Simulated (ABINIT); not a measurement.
ABINIT 10.0.3, DFT, PBE, plane waves, JTH v2.0 PBE PAW: CaB6 (from the phase in space group 221, mp-865) (B6Ca), 7 atoms. Basis and mesh were picked for this test and aren't claimed converged.

```json
{
  "cell": "4.14, 4.14, 4.14 Å; 90, 90, 90°",
  "task": "scf",
  "ecut": "15 Ha",
  "pawecutdg": "30 Ha",
  "nband": "16",
  "k mesh (ngkpt)": "4×4×4",
  "shiftk": "0×0×0",
  "nstep": "100",
  "tolvrs": "1e-09",
  "occopt": "7",
  "tsmear": "0.002 Ha",
  "prtwf": "0",
  "prtden": "0",
  "paral_kgb": "1",
  "ranks over k-points and spins (np_spkpt)": "2",
  "ranks over bands (npband)": "1",
  "ranks over FFT planes (npfft)": "1",
  "bands a rank in one block (bandpp)": "16",
  "wfoptalg": "114",
  "nline": "4 (default)",
  "kptopt": "1 (default)",
  "k-points after symmetry": "10",
  "bands": "16",
  "symmetry_operations": "48"
}
```

Settings of this run: diemac = 12, iprcel = 0, diemix = 0.2, npulayit = 7, iscf = 17, dielng = 1.07748; 2 ranks.

```
iteration  deltaE (Ha)     residm      nres2
---------  -----------  ---------  ---------
1           -5.449E+01  2.782E-04  1.164E+01
2            6.626E-02  2.216E-05  7.166E+00
3            1.063E-01  2.679E-04  2.856E-01
4            2.936E-04  2.491E-05  1.466E-01
5            1.501E-03  8.888E-06  9.327E-03
6           -2.095E-05  9.593E-05  2.462E-03
7           -2.052E-05  2.455E-07  1.108E-04
8           -2.567E-08  7.585E-08  9.946E-06
9           -2.964E-07  4.708E-08  1.620E-06
10          -2.310E-08  2.110E-08  2.439E-07
11          -1.259E-08  1.158E-07  1.666E-07
12          -8.405E-09  2.312E-08  6.826E-08
13          -4.983E-09  1.876E-07  4.403E-08
14          -3.319E-09  5.391E-08  2.794E-08
15          -2.368E-09  2.474E-07  1.739E-08
16          -1.399E-09  8.206E-08  1.113E-08
17          -9.085E-10  4.172E-07  7.143E-09
18          -6.105E-10  1.310E-07  4.582E-09
19          -3.310E-10  8.021E-07  2.927E-09
20          -2.702E-10  3.010E-07  1.878E-09
21          -1.909E-10  1.100E-06  1.199E-09
22          -1.223E-10  5.696E-07  7.680E-10
```

It converged after 22 SCF iterations.

The cycle is slow. Which setting should be changed?

One answer among several that fit: diemix = 0.7 (default) (9 SCF iterations) or diemix = 1 (9 SCF iterations) or diemix = 0.4 (11 SCF iterations), all else kept. The first change moves the result by: energy under 0.001 meV/atom, forces (largest component) 0.024 meV/Å, pressure under 0.001 GPa. Counts are of single runs.
